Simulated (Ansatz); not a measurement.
The parent structure is TlBiS2 (space group R-3m, No. 166; a = 4.0853 Å, c = 21.6959 Å (hexagonal axes)). Axes: x lies along a and z along c of the hexagonal cell.

Computed with PBEsol in Ansatz (plane waves to 420 eV, PAW, no spin-orbit coupling).

Base values:

Valence-band top at Γ: 0.00, -1.78, -1.78 eV
Hole mass: 0.075 mₑ along c, 0.15 mₑ across (at Γ)
Electron mass: 0.071 mₑ along c, 0.14 mₑ across (at Γ)

The change: uniaxial strain ε_xx = −0.60 %, all other strain components held at zero, atoms relaxed at fixed cell.

**Question.** What happens to the valence-band top at Γ, hole mass, stress and electron mass?

**Answer.** The valence-band top at Γ (three highest levels, from the VBM) becomes 0.00, -1.80, -1.82 eV (base: 0.00, -1.78, -1.78 eV); the hole mass becomes 0.069 mₑ along z, 0.15 mₑ across (at Γ) (base: 0.075 mₑ along c, 0.15 mₑ across (at Γ)); the stress (xx, yy, zz, yz, xz, xy; compression positive) comes out as (0.53, 0.16, 0.23, 0.10, 0.00, 0.00) GPa; the electron mass becomes 0.066 mₑ along z, 0.14 mₑ across (at Γ) (base: 0.071 mₑ along c, 0.14 mₑ across (at Γ)).

Spin-orbit coupling, missing from the scalar runs, can matter with Bi and Tl. The levels and masses belong to the bands next to the band gap. Masses are band curvatures over ±0.01 Å⁻¹ around the edge. Whether these cells are dynamically stable was not tested.

Ansatz is a first-principles code.
